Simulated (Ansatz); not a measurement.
Here is the system:

End structure of the (221) surface of germanium in its 1x1 cell, relaxed from an ideal cut (the real face may reconstruct), outermost plane spacing 0.48 Å in the ideal cut:

```
CELL_PARAMETERS angstrom
      4.07294     0.00000     0.00000
      0.00000    12.21881     0.00000
      0.00000     0.00000    27.50000
ATOMIC_POSITIONS crystal
  Ge 0.00000 0.61727 0.32670
  Ge 0.50000 0.73298 0.31156
  Ge 0.50000 0.32397 0.31556
  Ge 0.00000 0.42125 0.34956
  Ge 0.00000 0.06232 0.38507
  Ge 0.50000 0.17711 0.38068
  Ge 0.50000 0.77396 0.40171
  Ge 0.00000 0.88306 0.42476
  Ge 0.00000 0.50351 0.43445
  Ge 0.50000 0.61147 0.45637
  Ge 0.50000 0.21991 0.47189
  Ge 0.00000 0.33415 0.48792
  Ge 0.00000 0.94363 0.51208
  Ge 0.50000 0.05787 0.52811
  Ge 0.50000 0.66631 0.54363
  Ge 0.00000 0.77427 0.56555
  Ge 0.00000 0.39473 0.57525
  Ge 0.50000 0.50382 0.59829
  Ge 0.50000 0.10068 0.61933
  Ge 0.00000 0.21548 0.61493
  Ge 0.00000 0.85651 0.65044
  Ge 0.50000 0.95380 0.68444
  Ge 0.50000 0.54479 0.68845
  Ge 0.00000 0.66048 0.67329
```

Slab: 24 atoms, 11.0 Å thick at the start; k 6x2x1, smearing 0.025 eV, dipole-corrected; single point; on the structure that PBE left under its start's symmetry; no spin (no spin-polarised run to compare, though such a face may carry moments), no spin-orbit, no U. The slab shows no gap on its mesh.

Q: What is the computed surface energy (mean of both faces) (r2SCAN, at the PBE geometry (Ansatz, a program for electronic structure))?

A: 1.23 J/m^2

Q: What work function of the top face does r2SCAN, at the PBE geometry give?

A: 4.93 eV
